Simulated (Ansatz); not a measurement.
The reference is SrSnSe3 in the cubic perovskite structure (space group Pm-3m, No. 221; a = 5.240 Å; a hypothetical phase, not in the database extracts checked). Axes: x, y, z lie along the cube axes.

One thing is altered: compressive biaxial strain of 0.91 % in the plane normal to [111], as in epitaxy on a mismatched substrate; the out-of-plane cell vector and the atoms relax.

Levels (all Ansatz, an electronic-structure program, PAW): PBEsol (420 eV, without spin-orbit coupling); r2SCAN (500 eV, no spin-orbit coupling).

The geometry is relaxed with PBEsol.

```
Item               Value
---------------  -------
PBEsol pressure  0.3 GPa
```

Q: How does going to r2SCAN change the pressure?

A: The pressure goes up by 0.94 GPa (0.3 GPa → 1.3 GPa).

Single points use the geometry relaxed with PBEsol. Their cutoffs differ, which shifts pressures a little. Without a gap, meshes like the base's 9×9×9 leave anisotropic stresses uncertain by several tenths of a GPa, and small strain energies with them. Stability against distortions was not tested. The final runs are not spin-polarised. Many cubic perovskites are stable only at high temperature; tilts and polar distortions were not tested.
